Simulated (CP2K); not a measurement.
Band structure of CaNiGe2 (Cmcm, 8 atoms in the cell).

```
CELL_PARAMETERS angstrom
      8.61590     0.00000     0.00000
     -7.62871     4.00456     0.00000
      0.00000     0.00000     3.97079
ATOMIC_POSITIONS crystal
  Ca 0.10889 0.89111 0.25000
  Ca 0.89111 0.10889 0.75000
  Ni 0.67861 0.32139 0.75000
  Ni 0.32139 0.67861 0.25000
  Ge 0.25003 0.74997 0.75000
  Ge 0.74997 0.25003 0.25000
  Ge 0.45706 0.54294 0.25000
  Ge 0.54294 0.45706 0.75000
```

Level of theory: PBEsol, GPW, DZVP-MOLOPT-SR-GTH basis, GTH-PBE potentials (GTH_POTENTIALS) (CP2K).

Settings: CUTOFF = 600 Ry; REL_CUTOFF = 50 Ry; SMEAR/METHOD = FERMI_DIRAC; ELECTRONIC_TEMPERATURE = 1160.45 K; KPOINTS/SCHEME = MONKHORST-PACK 4 4 5; GAMMA_CENTERED = T; XC_FUNCTIONAL = PBE:PBESOL; Ca/BASIS_SET = DZVP-MOLOPT-SR-GTH; Ca/POTENTIAL = GTH-PBE-q10; Ni/BASIS_SET = DZVP-MOLOPT-SR-GTH; Ni/POTENTIAL = GTH-PBE-q18; Ge/BASIS_SET = DZVP-MOLOPT-SR-GTH; Ge/POTENTIAL = GTH-PBE-q4; METHOD = GPW.

The starting cell comes from a database of computed structures (which also holds hypothetical and non-ambient phases and stackings), without a prior relaxation at this level. Its lattice was rescaled by a random factor within 2.5 % of one. Spin polarisation is off. Values carry the incompleteness of an atom-centred basis. The potentials were made for another functional than the one used.

Levels in eV from the Fermi level, bands 33 to 38:
```csv
point,33,34,35,36,37,38
Γ,-0.98,-0.81,-0.33,0.01,0.63,1.23
X,-1.56,-1.29,0.12,0.46,0.93,1.21
S,-1.60,-0.90,-0.30,0.25,1.21,1.21
R,-1.90,-1.90,-1.40,-1.40,-1.28,-1.28
A,-1.88,-1.88,-1.42,-1.42,-1.27,-1.27
Z,-0.59,-0.59,-0.10,-0.10,1.08,1.08
Y,-0.69,-0.48,0.01,0.22,1.40,1.46
X1,-1.56,-1.29,0.12,0.46,0.93,1.21
A1,-1.88,-1.88,-1.42,-1.42,-1.27,-1.27
T,-1.24,-1.24,-0.52,-0.52,1.34,1.34
```

Bands cross the Fermi level along this path, so the cell is metallic at this level.

Higher empty bands are left out: an atom-centred basis made for the valence describes them poorly.
